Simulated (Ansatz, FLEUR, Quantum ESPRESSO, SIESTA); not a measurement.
## One structure in several programs: NiO (Fm-3m, 4 atoms in the cell)

Self-consistent single point, at a second geometry (lattice scaled by 0.98). First geometry:

```yaml
crystal:
  lattice:
    - [4.26945, 2.13473, 2.13473]
    - [2.13473, 4.26945, 2.13473]
    - [2.13473, 2.13473, 4.26945]
  atoms:
    - { symbol: Ni, position: [0.00000, 0.00000, 0.00000], spin: 2.0 }
    - { symbol: Ni, position: [0.50000, 0.50000, 0.50000], spin: -2.0 }
    - { symbol: O, position: [0.25000, 0.25000, 0.25000] }
    - { symbol: O, position: [0.75000, 0.75000, 0.75000] }
```
(The spins are starting values, not results.)

Shared settings, as Ansatz (a program for electronic structure) writes them: kpoints.mp_grid.grid = 9 9 9; scf.occupations.method = fermi_dirac; scf.occupations.width = 0.02 eV. Potentials and cutoffs stand in the table.

```csv
code,model,ΔF from the first geometry (meV/atom),pressure (GPa),gap on the mesh (eV),cutoff
Quantum ESPRESSO,"PBE, PSlibrary PAW (PBE) pseudopotentials",-13.5,1.52,0.957,55 Ry
Ansatz,"PBE, default PAW files",-15.7,0.43,0.960,default
FLEUR,"PBE, all-electron FLAPW (FLEUR), scalar-relativistic valence",-12.9,–,0.950,Kmax 4.4 1/bohr
SIESTA,"GGA PBE, numerical atomic orbitals DZP, PseudoDojo PBE standard norm-conserving potentials (rewritten from UPF to PSML)",-17.4,0.54,0.940,grid 350 Ry
```

A dash marks a value that a program does not give, or that is left out as unsure.

Gaps are read on the mesh.

On Ansatz's run: the magnetic order is the one reached from the typed start; others were not searched systematically.

The spread over the programs that give each value: ΔF from the first geometry within 4.5 meV/atom; pressure within 1.09 GPa; gap on the mesh within 0.020 eV.

SIESTA uses small atom-centred bases, whose incompleteness enters pressures, forces and empty levels differently from a plane-wave cutoff. FLEUR treats all electrons, but the usual bases taken here (sphere radii, linearisation, local orbitals, empty states) were not tested for convergence, so the values are no reference for the others. Ansatz's pressure is given at a fixed set of plane waves, as the other plane-wave codes print theirs; with its correction for the finite basis it is 1.17 GPa (the shift of 0.74 GPa shows how far the cutoff is from converged).

The starting cell has typed, rounded lattice constants, without a prior relaxation at this level. Its lattice was rescaled by a random factor within 2.5 % of one. For this run, on top of that: lattice scaled by 0.98.

Keys are those of Ansatz 0.2.
